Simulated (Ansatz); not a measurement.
Checking a run of Ansatz (a program for electronic structure) on CdGeAs₂ (I-42d, 8 atoms in the cell). The aim is a self-consistent single point with DFT, PBE, plane waves, PAW files.

Cell that was meant: a = 7.0867 Å, b = 7.0867 Å, c = 7.0867 Å, α = 129.96°, β = 129.96°, γ = 73.46°.

Part of the input:

Ansatz 0.2 input:
```yaml
    - { symbol: As, position: [0.65378000, 0.62500000, 0.52878000] }
    - { symbol: As, position: [0.37500000, 0.90378000, 0.02878000] }
    - { symbol: As, position: [0.09622000, 0.12500000, 0.47122000] }
total_charge: 2.0
kpoints:
  mp_grid: { grid: [5, 5, 5] }
hamiltonian:
```

Output, abridged:

```
WARN basis.ecutwfc = 420 eV, the default
WARN ansatz: RAYON_NUM_THREADS=1 ignored (pool sized by the plan → 1); use --threads N
   [... lines left out ...]
Symmetry: 8 space group operations
Space group: I-42d (ITA 122), of the structure as read, at distance tolerance 5.9e-5 Å
k-points: 18 of 125 (time reversal used)
Initial density: superposition of atomic densities (chi_scale 0.1, normalization cell, long waves kept (reshape's long-wave potential 0.03 eV rms))
Initial wavefunctions: pseudopotential atomic-orbital guess
Eigensolver: davidson
Functional: x = pbe(κ = 0.804, μ = 0.2195149727645171), c = pbe(β = 0.06672455060314922)
SCF iter   1: F=—  HF=-44544.124729 eV  |F-HF|=—  |Δ(HF+E_count)|=         —  Δρ=7.81e-2  dr2=1.15e1  ethr=3.10e-3  ⟨swp⟩=5.3  Hψ=4479  notcnv=0  defer=24
all-band conjugate gradients solve this SCF's bands
preconditioner: auto → LDOS
SCF iter   2: F=—  HF=-44543.430773 eV  |F-HF|=—  |Δ(HF+E_count)|=   6.94e-1  Δρ=8.57e-2  dr2=1.14e1  ethr=3.10e-3  ⟨swp⟩=3.9  Hψ=3353  notcnv=0  defer=115
   [... lines left out ...]
SCF iter   7: F=—  HF=-44539.662244 eV  |F-HF|=—  |Δ(HF+E_count)|=   4.62e-5  Δρ=6.05e-5  dr2=7.56e-6  ethr=6.51e-8  ⟨swp⟩=2.0  Hψ=1886  notcnv=0  defer=114
SCF iter   8: F=—  HF=-44539.662249 eV  |F-HF|=—  |Δ(HF+E_count)|=   5.74e-6  Δρ=1.94e-5  dr2=5.93e-7  ethr=6.00e-9  ⟨swp⟩=2.0  Hψ=1887  notcnv=0  defer=114
SCF iter   9: F=-44539.662250 eV  HF=-44539.662250 eV  |F-HF|=5.70e-8  |Δ(HF+E_count)|=   2.51e-7  Δρ=6.53e-6  dr2=8.23e-8  ethr=7.94e-11  ⟨swp⟩=11.1  Hψ=6872  notcnv=0
SCF 1 converged in 9 iterations: F = -44539.662250 eV  dr2 = 8.23e-8
Free energy (F): -44539.662250 eV
Internal energy: -44539.627476 eV  (E = F + TS)
E sigma→0 (E₀):  -44539.644863 eV
Entropy (-TS):   -0.034774 eV (-4.347 meV/atom)
Fermi energy:    7.407759 eV
--- Forces (eV/Å), atoms counted from 1 ---
  atom   1  Cd    -0.00000000    -0.00000000     0.00000000
  atom   2  Cd    -0.00000000     0.00000000     0.00000000
  atom   3  Ge    -0.00000000    -0.00000000     0.00000000
  atom   4  Ge    -0.00000000     0.00000000     0.00000000
  atom   5  As     0.19565720     0.00000000     0.00000000
  atom   6  As     0.00000000    -0.19565720    -0.00000000
  atom   7  As    -0.19565720     0.00000000     0.00000000
  atom   8  As     0.00000000     0.19565720     0.00000000
--- Stress (GPa, compression-positive) ---
        2.829737      -0.000000       0.000000
       -0.000000       2.829737      -0.000000
        0.000000      -0.000000       2.072044
  P = ⅓ Tr σ = 2.5772 GPa (25.772 kbar)
  The stress holds the Pulay correction. Without it, at fixed plane waves, as pw.x and ABINIT print it: P = 2.5500 GPa
```

Question: Is anything amiss in this input, and did it matter?

Answer: The run is not sound. The fault is an unintended net charge. A charged periodic cell changes the electron count and is neutralised by a uniform background, so energy, forces and pressure belong to another system. To fix it, remove the charge. The run converged in 9 iterations without an error; against the sound input the pressure goes from 1.71 to 2.58 GPa and the largest force goes from 0.136 to 0.196 eV/Å.

An input that runs soundly differs in these lines (not the only fix; some lines may just follow from the change or write a value another way):
```diff
-total_charge: 2.0
```

With that input, the run converged in 10 iterations: free energy E − TS (on the zero of these files) -44524.3425 eV; pressure 1.71 GPa; largest force (vector length) 0.136 eV/Å (DFT, PBE, plane waves, PAW files).

On the sound input: the starting cell comes from a database of computed structures (which also holds hypothetical and non-ambient phases and stackings), without a prior relaxation at this level. Its lattice was rescaled by a random factor within 2.5 % of one. Ansatz's pressure includes its estimate of the finite-basis (Pulay) stress. A gap is left out here, as mesh or smearing make it unsure.
